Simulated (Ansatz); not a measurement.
The parent structure is KI in the rock salt structure (space group Fm-3m, No. 225; a = 7.006 Å). Axes: x, y, z lie along the cube axes.

Calculations: PBEsol (Ansatz, a first-principles code), spin-orbit coupling left out.

For the base:

```
Property                            Result
---------------------  -------------------
Electron mass               0.32 mₑ (at Γ)
Band gap                           3.87 eV
Valence-band top at Γ  0.00, 0.00, 0.00 eV
```

Now apply this change: a pure shear with ε_xy = ε_yx = 0.0086, atoms relaxed at fixed cell.

Task: Estimate the effect on the stress, electron mass, band gap and valence-band top at Γ.

Result: The stress (xx, yy, zz, yz, xz, xy; compression positive) amounts to (0.01, 0.01, 0.01, 0.00, 0.00, -0.06) GPa; the electron mass remains 0.32 mₑ (at Γ); the band gap drops by 0.02 eV (3.87 eV → 3.85 eV); the valence-band top at Γ (three highest levels, from the VBM) changes from 0.00, 0.00, 0.00 eV to 0.00, -0.02, -0.05 eV.

With I present, leaving out spin-orbit coupling can change the band edges. The cells carry an imposed strain or load. Masses are band curvatures over ±0.01 Å⁻¹ around the edge. Stability against distortions was not tested.
